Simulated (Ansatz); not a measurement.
## CdTe: strain along the normal

CdTe (zinc blende, F-43m, 34.150 Å³/atom at rest) under an equal strain ε in the (001) plane with the normal axis free, as in a coherent film. PBEsol in Ansatz, a plane-wave DFT program (PAW, default set), 420 eV, 9×9×9 Γ-centred mesh, Fermi-Dirac smearing 0.05 eV; ions are relaxed within the symmetry of each cell.

Here s stands for strain and y for normal strain.

| strain (%) | normal strain (%) |
|---|---|
| -3.00 | ? |
| -1.50 | 2.02 |
| -1.00 | 1.36 |
| -0.50 | 0.69 |
| 0.00 | 0.00 |
| 0.50 | -0.66 |
| 1.00 | -1.35 |
| 1.50 | -2.04 |

Taking a straight line for y over the 7 complete rows: Means: s 0, y 0.003. About the means, the sum of products is -9.4750 and the sum of squares of s is 7.0000; the slope is their ratio. Least squares gives y = 0.003 - 1.3536·s. Residuals (row less fit): -0.013, 0.003, 0.010, -0.003, 0.014, 0.001, -0.013; standard error 0.011 (degrees of freedom: 5). The slope, -1.35 ± 0.00, is the elastic response of the normal axis, −2C12/C11 for this plane.

Q: Estimate the missing y (s = -3.00); what did the run itself give?

A: y = 0.003 - 1.3536 × (-3.0) = 4.064%. The calculation gives 4.00%, 0.064% below the prediction (1.1 % of the range of y in the table). The row lies outside the fitted rows, so this is an extrapolation. From the scatter of the fitted rows alone, a prediction at this place has a standard error of 0.018%, so the miss is 3.6 times that.

One order more, fitted to all 13 runs of the series, follows each within 0.01, so the miss is the next term of a smooth law. Rows are the converged runs of the series near zero and its far end; series whose fitted rows scatter by over a few per cent of the range, as at a crossing or softening among them, aren't shown in this form. Most that stay on the fit to the last digits aren't either.
